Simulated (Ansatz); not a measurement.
Consider this model of amorphous Si₃₀N₄₀Na.

```
NaN40Si30
1.0
    9.29738     0.00000     0.00000
    0.00000     9.29738     0.00000
    0.00000     0.00000     9.29738
Si N Na
30 40 1
Cartesian
  4.34230   5.60839   6.27319
  1.64999   7.83241   0.06196
  8.98466   8.83080   1.90944
  6.49632   7.07735   5.15613
  0.77382   5.83087   2.06223
  7.85376   5.65642   7.39384
  3.91715   3.77020   3.39072
  3.46258   1.08735   2.67875
  5.13074   1.71392   5.29152
  0.57104   4.27781   7.79671
  1.69320   4.80609   5.01258
  1.43195   9.14834   4.64820
  7.67194   1.75727   3.71999
  1.84938   1.98657   0.13829
  7.25205   6.60117   0.93350
  6.51278   8.09909   8.32511
  6.06614   9.10947   2.17652
  7.16617   0.43795   6.47442
  1.03734   2.94975   2.96369
  3.00993   4.87538   0.24902
  6.20324   4.11465   5.19399
  4.31748   8.50063   4.73380
  0.33684   2.12900   5.88452
  0.01362   7.13472   4.26015
  5.42386   4.32916   0.51805
  4.96709   1.33536   9.14929
  7.71239   4.79392   2.93650
  7.04103   2.79086   7.70672
  1.58220   6.91768   6.83332
  2.87415   0.45052   7.12548
  7.24633   8.05394   6.48117
  9.28919   4.23955   2.24118
  6.62777   5.49384   6.14366
  6.04865   0.40987   8.03125
  2.08828   1.96114   1.91773
  2.95263   9.01805   3.71267
  0.06047   2.01486   4.11375
  0.30676   6.01631   7.58442
  6.68857   1.01226   4.92076
  2.61106   5.65104   6.22890
  1.74388   3.77317   8.99400
  7.59470   0.69516   2.28047
  5.97136   2.77904   9.15019
  4.41379   2.14680   3.73812
  7.78683   6.30727   4.06018
  0.78687   3.76273   6.13716
  5.76690   2.94888   6.39537
  8.79766   6.99950   1.59275
  4.68306   0.68612   1.48079
  8.13257   4.07339   8.02419
  4.41192   5.16842   8.55022
  0.24989   8.66258   3.49668
  7.11668   3.47164   3.85287
  8.28311   1.66161   6.98173
  7.04174   6.51906   8.55110
  2.42971   8.08778   7.84174
  0.79917   9.14698   0.61900
  0.85774   7.80109   5.62039
  4.21980   0.44304   5.99800
  3.29022   1.39042   8.53045
  5.63206   8.21373   3.63720
  2.05649   6.30638   0.87883
  2.27729   3.71244   3.86257
  4.76657   7.15200   5.69377
  6.33310   8.04190   0.86682
  4.01824   4.23925   1.63739
  6.63762   5.14739   1.58328
  1.21784   6.01792   3.75060
  1.61944   0.98486   6.01189
  4.68997   4.71775   4.63723
  4.14669   6.72649   2.38164
```

Methods: PBE, scalar-relativistic without spin-orbit coupling (Ansatz, a quantum-chemistry and plane-wave program); r2SCAN, scalar-relativistic without spin-orbit coupling (Ansatz); HSE06, scalar-relativistic without spin-orbit coupling (Ansatz). Neutral PBE cell, which sets geometry, pressure and energy: sampling: a 2×2×2 Γ-centred mesh; Fermi-Dirac width 0.02 eV; collinear spin, started from a total moment of 1 μB. In the spin-polarised cell the level spacing at the Fermi energy can part levels of unlike spin. Exact exchange is cut at the faces of this 9 Å cell, which leaves hybrid gaps a finite-size error.

The cell was made by melting and quenching with the CHGNet potential and then relaxed with DFT. N atoms were pushed apart under 1.9 Å during the dynamics, to hinder bonds among them. The hot cell started wider than the set density and was brought back towards it in steps. It is the lowest in DFT energy of 2 quenches. It is a model cell: composition and starting density were chosen by hand, and all elements were melted together. No dispersion term was used. Its density started from a set value of 2.95 and ended at 2.95 g/cm³. The quench (nominally 380 K/ps over its main leg) was far faster than any real one, so the model tends to hold more defects than a real film. A cell of this size samples the disorder only roughly. The volume was held where the preparation left it.

Give the pressure and the spacing of the highest filled and lowest empty levels.


The pressure on a 2×2×2 Γ-centred mesh is -0.86 GPa and the largest force and stress component on that mesh (the relaxation ran on the zone centre alone) comes out as 0.18 eV/Å and 6.7 GPa. The level spacing at the Fermi energy on a 2×2×2 Γ-centred mesh (PBE) is 0.87 eV and the level spacing at the Fermi energy at the zone centre (PBE) comes out as 1.08 eV. The level spacing at the Fermi energy at the zone centre (r2SCAN) is 1.63 eV and the level spacing at the Fermi energy at the zone centre (HSE06) comes out as 2.19 eV. The distance between the nearest levels spread over more than a fifth of the atoms or a third of the atoms of their main element (six at least) (PBE, zone centre) comes out as 2.19 eV and the net moment is 1.00 μB.

At PBE and the zone centre, how localised are the states just below and above the Fermi level (participation number: the atoms over which a state spreads)?

The highest filled state is spread over 4.8 atoms' worth, largest on Si14, with weights by element (charge in smoothed Voronoi cells) Si 0.57, N 0.43, Na 0.00. The lowest empty state is spread over 13.1 atoms' worth, largest on Si14, with weights by element (charge in smoothed Voronoi cells) Si 0.55, N 0.44, Na 0.01.

At PBE the levels at the filled edge of the gap are localised (band-tail or defect states), and the nearest spread-out levels lie 2.2 eV apart at the zone centre.

Bonds are counted up to Si-Si 2.60 Å, Si-N 2.12 Å, Si-Na 3.05 Å, N-N 1.70 Å, N-Na 2.84 Å, Na-Na 3.65 Å. Two cations that share two anions don't count as bonded, nor two that share one unless they lie closer than Si-Si 2.38 Å, Si-Na 2.96 Å, Na-Na 3.55 Å.

Added carriers, by Ansatz with PBE, scalar-relativistic without spin-orbit coupling on the zone centre alone. Charged cells keep the cell fixed and stand in a uniform background, with no image correction, at a width of 0.01 eV; where the count is odd the moment is locked at 1 μB, unless the neutral cell bore moments. Each starts from the undistorted neutral geometry alone. PBE's self-interaction favours spread-out carriers, so it can miss traps that a hybrid finds.

What happens at PBE when the cell takes an extra electron and the atoms relax?

Relaxation lowers the charged cell by 0.36 eV. The largest moves are Si14 0.22 Å, N41 0.15 Å, N57 0.09 Å, Si20 0.09 Å. No bond crosses its cut-off with a change of over 0.15 Å (metal-metal contacts aside). Made neutral again at that geometry, the cell lies +0.65 eV from the neutral start.

What happens at PBE when the cell takes a hole and the atoms relax?

Relaxation lowers the charged cell by 1.07 eV. The largest moves are N48 0.46 Å, Si2 0.40 Å, Si14 0.33 Å, N33 0.29 Å. Bonds formed: Si2-N48, Si14-N57. Made neutral again at that geometry, the cell lies +0.35 eV from the neutral start.

A PBE run started with 1 μB on atoms that lack a bond or may hold spare charge kept moments, at no lower energy.
